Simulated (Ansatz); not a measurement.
NaF (model structure, started from the CsCl type, Pm-3m, No. 221, 2 atoms in the cell) was calculated with r²SCAN in Ansatz (PAW).

From the output:

```
Crystal: 2 atoms, lattice volume = 21.799 Å³
Basis set: ecut = 560 eV, 691 PW (Γ), exchange–correlation on 72×72×72 points (27 copies of the dense FFT grid, shifted against one another)
Bands: 12, of which v1, the nominal top of the filled ones, is band 8 counted from 1 (7 counted from 0)
Symmetry: 48 space group operations
Space group: Pm-3m (ITA 221), of the structure as read, at distance tolerance 2.8e-5 Å
k-points: 84 of 1728
Functional: x = r2scan, c = r2scan; τ floored in thin density (d = 2e-4 eV/Å³)
SCF iter   1: F=—  HF=-2301.054810 eV  |F-HF|=—  |Δ(HF+E_count)|=         —  Δρ=9.44e-3  dr2=1.06e-2  dr2_τ=2.74e-2
SCF iter   2: F=—  HF=-2301.088890 eV  |F-HF|=—  |Δ(HF+E_count)|=   3.41e-2  Δρ=3.28e-3  dr2=5.69e-4  dr2_τ=3.39e-4
  ...
SCF iter   6: F=—  HF=-2301.089046 eV  |F-HF|=—  |Δ(HF+E_count)|=   3.51e-7  Δρ=5.96e-6  dr2=2.07e-9  dr2_τ=1.41e-9
SCF iter   7: F=-2301.089046 eV  HF=-2301.089046 eV  |F-HF|=3.27e-11  |Δ(HF+E_count)|=  9.43e-10  Δρ=5.57e-7  dr2=4.43e-11  dr2_τ=3.85e-12
SCF 1 converged in 7 iterations: F = -2301.089046 eV  dr2 = 4.43e-11
SCF converged after 7 iterations
Free energy (F): -2301.089046 eV
Internal energy: -2301.089046 eV  (E = F + TS)
E sigma→0 (E₀):  -2301.089046 eV
Fermi energy:    5.849515 eV
--- Stress (GPa, compression-positive) ---
       -0.000578       0.000000       0.000000
        0.000000      -0.000578       0.000000
        0.000000       0.000000      -0.000578
  P = ⅓ Tr σ = -0.0006 GPa (-0.006 kbar)
```

**Question.** Write an input file that could have produced this run (the log leaves some choices open).

**Answer.** This is not unique; one that fits is 
Ansatz 0.2 input:
```yaml
crystal:
  lattice:
    - [2.7934821978, 0.0, 0.0]
    - [0.0, 2.7934821978, 0.0]
    - [0.0, 0.0, 2.7934821978]
  atoms:
    - { symbol: Na, position: [0.0, 0.0, 0.0] }
    - { symbol: F, position: [0.5, 0.5, 0.5] }
basis:
  ecutwfc: 560
  ecutrho_ratio: 4
  xc_grid: 3
kpoints:
  mp_grid: { grid: [12, 12, 12] }
  band_path:
    path:
      - [0.0, 0.0, 0.0]
      - [0.0, 0.045455, 0.0]
      - [0.0, 0.090909, 0.0]
      - [0.0, 0.136364, 0.0]
      - [0.0, 0.181818, 0.0]
      - [0.0, 0.227273, 0.0]
      - [0.0, 0.272727, 0.0]
      - [0.0, 0.318182, 0.0]
      - [0.0, 0.363636, 0.0]
      - [0.0, 0.409091, 0.0]
      - [0.0, 0.454545, 0.0]
      - [0.0, 0.5, 0.0]
      - [0.045455, 0.5, 0.0]
      - [0.090909, 0.5, 0.0]
      - [0.136364, 0.5, 0.0]
      - [0.181818, 0.5, 0.0]
      - [0.227273, 0.5, 0.0]
      - [0.272727, 0.5, 0.0]
      - [0.318182, 0.5, 0.0]
      - [0.363636, 0.5, 0.0]
      - [0.409091, 0.5, 0.0]
      - [0.454545, 0.5, 0.0]
      - [0.5, 0.5, 0.0]
      - [0.46875, 0.46875, 0.0]
      - [0.4375, 0.4375, 0.0]
      - [0.40625, 0.40625, 0.0]
      - [0.375, 0.375, 0.0]
      - [0.34375, 0.34375, 0.0]
      - [0.3125, 0.3125, 0.0]
      - [0.28125, 0.28125, 0.0]
      - [0.25, 0.25, 0.0]
      - [0.21875, 0.21875, 0.0]
      - [0.1875, 0.1875, 0.0]
      - [0.15625, 0.15625, 0.0]
      - [0.125, 0.125, 0.0]
      - [0.09375, 0.09375, 0.0]
      - [0.0625, 0.0625, 0.0]
      - [0.03125, 0.03125, 0.0]
      - [0.025, 0.025, 0.025]
      - [0.05, 0.05, 0.05]
      - [0.075, 0.075, 0.075]
      - [0.1, 0.1, 0.1]
      - [0.125, 0.125, 0.125]
      - [0.15, 0.15, 0.15]
      - [0.175, 0.175, 0.175]
      - [0.2, 0.2, 0.2]
      - [0.225, 0.225, 0.225]
      - [0.25, 0.25, 0.25]
      - [0.275, 0.275, 0.275]
      - [0.3, 0.3, 0.3]
      - [0.325, 0.325, 0.325]
      - [0.35, 0.35, 0.35]
      - [0.375, 0.375, 0.375]
      - [0.4, 0.4, 0.4]
      - [0.425, 0.425, 0.425]
      - [0.45, 0.45, 0.45]
      - [0.475, 0.475, 0.475]
      - [0.5, 0.5, 0.5]
      - [0.46875, 0.5, 0.46875]
      - [0.4375, 0.5, 0.4375]
      - [0.40625, 0.5, 0.40625]
      - [0.375, 0.5, 0.375]
      - [0.34375, 0.5, 0.34375]
      - [0.3125, 0.5, 0.3125]
      - [0.28125, 0.5, 0.28125]
      - [0.25, 0.5, 0.25]
      - [0.21875, 0.5, 0.21875]
      - [0.1875, 0.5, 0.1875]
      - [0.15625, 0.5, 0.15625]
      - [0.125, 0.5, 0.125]
      - [0.09375, 0.5, 0.09375]
      - [0.0625, 0.5, 0.0625]
      - [0.03125, 0.5, 0.03125]
      - [0.5, 0.5, 0.454545]
      - [0.5, 0.5, 0.409091]
      - [0.5, 0.5, 0.363636]
      - [0.5, 0.5, 0.318182]
      - [0.5, 0.5, 0.272727]
      - [0.5, 0.5, 0.227273]
      - [0.5, 0.5, 0.181818]
      - [0.5, 0.5, 0.136364]
      - [0.5, 0.5, 0.090909]
      - [0.5, 0.5, 0.045455]
    npoints: 1
hamiltonian:
  xc: r2scan
  dispersion: none
  pseudopotentials: { kind: paw }
scf:
  occupations: { method: fermi_dirac, width: 0.01 }
  convergence: { dr2_threshold: 0.0000000002 }
output:
  forces: true
  stress: true
  eigenvalues: true
  write_bands: true
```

The PAW data were made under PBE.

Note: the relaxation could raise the start's symmetry but not lower it, so the cell can be a saddle point.

A model structure was made by putting elements into a prototype or built by hand; it is no filed structure, need not be a known phase, and can be a saddle point held by its symmetry.

Ansatz is a first-principles code.
